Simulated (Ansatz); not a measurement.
Base system: ScCo in the CsCl type structure (space group Pm-3m, No. 221; not spin-polarised; relaxed with 0.1 eV smearing).

```xyz
2
Lattice="3.0722 0.0000 0.0000 0.0000 3.0722 0.0000 0.0000 0.0000 3.0722" Properties=species:S:1:pos:R:3 pbc="T T T"
Sc     1.5361     1.5361     1.5361
Co     0.0000     0.0000     0.0000
```

Cartesian axes are those of the cell as printed.

Computed with DFT with PBEsol, PAW potentials and a 420 eV plane-wave cutoff in Ansatz (a quantum-chemistry and plane-wave program), no spin-orbit coupling.

Perturbation: uniaxial strain ε_xx = +1.43 %, all other strain components held at zero, atoms relaxed at fixed cell.

Problem. Predict the stress tensor and what it implies for the stiffness.

Solution. Stress of the strained cell less that of the base (GPa, compression positive):
```
   -2.9     0.0     0.0
    0.0    -1.3     0.0
    0.0     0.0    -1.3
```

Then −Δσ_ii/ε with ε = 0.0143 gives secant stiffness values (nonlinear terms included at this strain): C11 ≈ 206 GPa, C12 ≈ 88 GPa and C13 ≈ 88 GPa.

Whether these cells are dynamically stable was not tested. The final runs are not spin-polarised.
